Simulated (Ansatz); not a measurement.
An Ansatz (a quantum-chemistry and plane-wave program) run: Zn with a change (isotropic strain +1.00 %); PBEsol (Ansatz, PAW, spin-orbit coupling left out).

Input:

Ansatz 0.2 input:
```yaml
crystal:
  lattice:
    - [2.6390566072, 0, 0]
    - [-1.3195283036, 2.2854900639, 0]
    - [0, 0, 4.8292703042]
  atoms:
    - { symbol: Zn, position: [0.6666666667, 0.3333333333, 0.75] }
    - { symbol: Zn, position: [0.3333333333, 0.6666666667, 0.25] }
basis: { ecutwfc: 420, ecutrho_ratio: 4, xc_grid: 2, fft_grid_basis: typed }
kpoints: { mp_grid: { grid: [25, 25, 13] } }
hamiltonian:
  xc: pbesol
  dispersion: none
  pseudopotentials: { kind: paw }
scf: { occupations: { method: fermi_dirac, width: 0.1 }, convergence: { dr2_threshold: 0.0000000002 } }
relax: { f_tol: 0.005, max_steps: 50 }
output: { forces: true, stress: true }
checkpoint: { write: state.ck, write_every: 1000 }
```

Output (explanatory and most iteration lines left out):

```
Relaxation: its limit of steps is 50 (relax.max_steps)
Pseudopotential: Zn, paw, valence charge 12
Crystal: 2 atoms, lattice volume = 29.128 Å³
Basis set: ecut = 420 eV, 563 PW (Γ), exchange–correlation on 36×36×72 points (8 copies of the dense FFT grid, shifted against one another)
Bands: 16, of which v1, the nominal top of the filled ones, is band 12 counted from 1 (11 counted from 0)
Symmetry: 24 space group operations
Space group: P63/mmc (ITA 194), of the structure as read, at distance tolerance 3.1e-5 Å
k-points: 455 of 8125
Functional: x = pbesol(κ = 0.804, μ = 0.12345679012345678), c = pbesol(β = 0.046)
SCF iter   1: F=—  HF=-6561.812786 eV  |F-HF|=—  |Δ(HF+E_count)|=         —  Δρ=5.19e-3  dr2=4.35e-3  ethr=1.77e-3  ⟨swp⟩=5.1  Hψ=35515  notcnv=0
SCF iter   2: F=—  HF=-6561.811847 eV  |F-HF|=—  |Δ(HF+E_count)|=   9.40e-4  Δρ=7.60e-4  dr2=8.48e-5  ethr=1.81e-5  ⟨swp⟩=2.0  Hψ=16028  notcnv=0
SCF 1 converged in 7 iterations: F = -6561.811547 eV  dr2 = 2.04e-11
relax step   1: F+E_penalty+E_count = -6561.81154683 eV  Δ(F+E_penalty+E_count) = +0.000e0 eV  max|allowed force component| = 1.388e-16 eV/Å  Δτ_max = 0.0000 Å  (7 SCF iters, accepted)
SCF converged after 7 iterations
Free energy (F): -6561.811547 eV
Internal energy: -6561.799202 eV  (E = F + TS)
E sigma→0 (E₀):  -6561.805374 eV
Entropy (-TS):   -0.012345 eV (-6.172 meV/atom)
Fermi energy:    11.546438 eV
--- Forces (eV/Å), atoms counted from 1 ---
  atom   1  Zn     0.00000000     0.00000000    -0.00000000
  atom   2  Zn    -0.00000000    -0.00000000     0.00000000
--- Stress (GPa, compression-positive) ---
       -2.880413      -0.000000       0.000000
       -0.000000      -2.880413       0.000000
        0.000000       0.000000      -1.931679
  P = ⅓ Tr σ = -2.5642 GPa (-25.642 kbar)
--- Relaxed structure (1 steps of the walk, 1 accepted, 0 SCFs on fresh bases) ---
  atoms:
    - { symbol: Zn, position: [0.6666666666666666, 0.3333333333333333, 0.75] }
    - { symbol: Zn, position: [0.3333333333333333, 0.6666666666666666, 0.25] }
```

Whether these cells are dynamically stable was not tested. The cell was made from Zn in the hcp (Mg type) structure (space group P6_3/mmc, No. 194) by this change: isotropic strain +1.00 %.
